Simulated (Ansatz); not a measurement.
Consider SrVO3 in the cubic perovskite structure (space group Pm-3m, No. 221; a = 3.809 Å).

Computed with DFT with PBEsol, PAW potentials and a 420 eV plane-wave cutoff in Ansatz (a program for electronic structure), no SOC.

Before the change:

- Density: 5.60 g/cm³
- Magnetic state: non-magnetic
- Largest site moment: 0.00 μB

Now apply this change: Eu takes the place of Sr on all its sites; the structure is relaxed again.

Question: What does the calculation give for the density, magnetic state and largest site moment after the change?

Answer: The density rises by 2.00 g/cm³ (5.60 g/cm³ → 7.60 g/cm³); the magnetic state goes from non-magnetic to ferromagnetic; the largest site moment goes from zero to 6.55 μB.

Other magnetic orders, which the real material may have, were not ruled out. The state of the 4f shell was not checked for lower solutions. Whether these cells are dynamically stable was not tested. As relaxed here, EuVO3 is a hypothetical phase, not in the database extracts checked. Starting moments died away, wholly or in part, for Sr → Eu and the base; another magnetic solution may exist. No Hubbard U is applied, and correlation can decide whether such a compound is a metal. Spin-polarised in the final run: EuVO3; the other runs are not. An odd electron count without spin: SrVO3.
